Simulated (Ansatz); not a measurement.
# GaP: response to strain

The parent structure is GaP in the zinc blende structure (space group F-43m, No. 216; a = 5.4513 Å). Axes: x, y, z lie along the cube axes.

Strains are applied to the cell and any free atomic positions relax; under biaxial strain the out-of-plane vector relaxes too.

The values are results of plane-wave PAW DFT at the r2SCAN level (Ansatz, a quantum-chemistry and plane-wave program, 500 eV), no SOC, not measurements.

Notes on the quantities. pressure: mean of the normal stresses, compression positive.

| case | pressure | electron mass | out-of-plane strain |
|---|---|---|---|
| base | 0.00 GPa | 1.1 mₑ along k, 0.23 mₑ across (off the special points) | – |
| biaxial strain −3.00 %, plane normal [001], relaxed out of plane | 3.36 GPa | 0.99 mₑ along k, 0.23 mₑ across (off the special points) | +2.51 % |
| biaxial strain −2.50 %, plane normal [001], relaxed out of plane | 2.75 GPa | 1.0 mₑ along k, 0.23 mₑ across (off the special points) | +2.10 % |
| biaxial strain −2.00 %, plane normal [001], relaxed out of plane | 2.17 GPa | 1.0 mₑ along k, 0.23 mₑ across (off the special points) | +1.68 % |
| biaxial strain −1.50 %, plane normal [001], relaxed out of plane | 1.60 GPa | 1.0 mₑ along k, 0.23 mₑ across (off the special points) | +1.27 % |
| biaxial strain −1.00 %, plane normal [001], relaxed out of plane | 1.05 GPa | 1.0 mₑ along k, 0.23 mₑ across (off the special points) | +0.85 % |
| biaxial strain −0.50 %, plane normal [001], relaxed out of plane | 0.52 GPa | 1.0 mₑ along k, 0.23 mₑ across (off the special points) | +0.43 % |

Masses are band curvatures over ±0.01 Å⁻¹ around the edge. Along k means along the line from Γ to the band edge. Whether these cells are dynamically stable was not tested. Labels are those of the standard path for the cell's own space group.
